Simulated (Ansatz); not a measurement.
The starting structures come from a database of crystals and need not be the phases stable at ambient conditions.

Input:

```
Cu2KTaSe4
1.0
    5.72559     0.00000     0.00000
    0.00000     7.81533     0.00000
    2.86280     0.00000     9.63435
K Ta Cu Se
2 2 4 8
Cartesian
  7.08061   1.95383   6.08679
  4.21781   5.86150   3.54756
  5.72473   5.86150   7.54697
  2.86194   1.95383   2.08738
  2.86342   5.86150   7.57819
  5.72622   1.95383   2.05616
  2.77124   3.90767   0.00000
  2.77124   0.00000   0.00000
  7.13655   5.86150   9.57577
  4.27375   1.95383   0.05858
  7.14571   5.86150   5.58580
  4.28291   1.95383   4.04855
  1.44663   7.77875   2.06522
  4.30942   0.03658   7.56913
  1.44663   3.94424   2.06522
  4.30942   3.87109   7.56913
```

Space group of this cell: Ama2. The cell is taken as given; by PBEsol its mean pressure is -2.6 GPa.

Transport runs along the normal of the first two printed cell vectors.

No gap correction and no spin-orbit coupling; mid-gap values are interpolated between computed energies.

Q: Compute, with PBEsol in Ansatz (a program for electronic structure), the band gap and the smallest decay constant κ at mid-gap.

A: Gap 1.63 eV on a 6×4×6 mesh; κ = 0.350 1/Å, at the zone centre.
